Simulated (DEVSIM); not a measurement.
System: abrupt Ge p-n junction, at 300 K.

Layer 1 from the left is Ge, thickness (μm) 14.0, Na (cm⁻³) 2.7e18, τn (s) 0.00042, τp (s) 0.00042. Layer 2 from the left is Ge, thickness (μm) 170, Nd (cm⁻³) 2.5e17, τn (s) 0.00042, τp (s) 0.00042.

Left contact: ohmic. Right contact: ohmic. Voltage is applied to the left contact. Recombination: SRH at mid-gap. Mobility is constant in doping.

Constants are typed, rounded textbook-type inputs, not results; the design itself was drawn at random and stands for no fabricated device. Values at 300 K.

Ge: gap (eV) 0.664, affinity (eV) 4, permittivity 16, Nc (cm⁻³) 1.04e19, Nv (cm⁻³) 6e18, μn (cm²/Vs) 3900, μp (cm²/Vs) 1900.

Model (solved in DEVSIM): 1D drift-diffusion, Boltzmann statistics, complete ionisation; no tunnelling, impact ionisation, image-force lowering or self-heating.

Dark forward current:

| |V| (V) | |J| (A/cm²) |
|---|---|
| 0.05 | 1.587e-5 |
| 0.10 | 0.0001257 |
| 0.15 | 0.0008850 |
| 0.20 | 0.006138 |
| 0.25 | 0.04247 |
| 0.30 | 0.2936 |
| 0.35 | 2.021 |
| 0.40 | 13.53 |
| 0.45 | 78.79 |
| 0.50 | 323.7 |
| 0.55 | 900.8 |
| 0.60 | 1905 |
| 0.65 | 3385 |

Task: Work out the local ideality factor n = ΔV / (kT/q · ln(J2/J1)) between the rows 0.15 and 0.20 V, 0.60 and 0.65 V.

Result: kT/q = 25.85 mV. From 0.15 to 0.20 V: ln(0.006138/0.0008850) = 1.937, n = 1.00, near the 1 of diffusion or emission over a barrier. From 0.60 to 0.65 V: ln(3385/1905) = 0.575, n = 3.36.

Task: Estimate the current at 0.25 V from the Shockley equation with J0 = Σ q ni² D/(N L) coth(W/L), τ joining the SRH, radiative and Auger lifetimes that are on, and W taken as the whole layer.

Result: ni² = 4.36e26 cm⁻⁶; electrons in the p layer: μ = 3900 cm²/Vs, D = 101 cm²/s, τ = 0.000420 s, L = 2060 μm, W/L = 0.0068, term 1.86e-6 A/cm²; holes in the n layer: μ = 1900 cm²/Vs, D = 49.1 cm²/s, τ = 0.000420 s, L = 1440 μm, W/L = 0.12, term 8.11e-7 A/cm². J0 = 2.67e-6 A/cm², and J = J0 exp(qV/kT) = 0.0424 A/cm². The simulation gives 0.0425 A/cm², the same within the digits that matter. The estimate leaves out recombination in the depletion region and that region's share of W.
